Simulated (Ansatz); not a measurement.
**The (11-21) surface of hcp Tl in its 1x1 cell, outermost plane spacing 0.85 Å in the ideal cut**

Computed with PBE (plane waves to 420 eV, PAW; Ansatz, a program for electronic structure).

Set-up: 13 atoms, 10.2 Å thick at the start (thin: gaps and levels are the slab's own); mesh 7x7x1; 0.1 eV smearing; dipole correction on; all atoms relaxed; held to the start's symmetry, so lower structures may exist; no spin, no spin-orbit, no U.

```json
{
 "surface energy (mean of both faces)": "0.30 J/m^2",
 "surface_energy_before_relaxation": "0.32 J/m²",
 "work_function_of_the_top_face": "3.50 eV",
 "energy_released_by_relaxation": "0.11 eV",
 "cost": "very roughly 12 core-minutes"
}
```
